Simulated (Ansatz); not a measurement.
Base system: CuI in the zinc blende structure (space group F-43m, No. 216; a = 6.023 Å). Axes: x, y, z lie along the cube axes.

Method: r2SCAN (Ansatz, an electronic-structure program), without spin-orbit coupling.

For the base:

Pressure: 0.00 GPa
Band gap: 1.67 eV
Valence-band top at Γ: 0.00, 0.00, 0.00 eV

Perturbation: tensor shear ε_xy = +1.71 % (engineering shear γ = 0.0342); the atoms relax in the strained cell.

**Question.** What happens to the pressure, energy relative to the base, band gap and valence-band top at Γ?

**Answer.** The pressure (mean of the normal stresses, compression positive) remains 0.00 GPa; the energy rises by 2.3 meV/atom; the band gap falls by 0.03 eV to 1.64 eV; the valence-band top at Γ (three highest levels, from the VBM) goes from 0.00, 0.00, 0.00 eV to 0.00, -0.03, -0.04 eV.

With I present, leaving out spin-orbit coupling can change the band edges. Stability against distortions was not tested. The final runs are not spin-polarised.
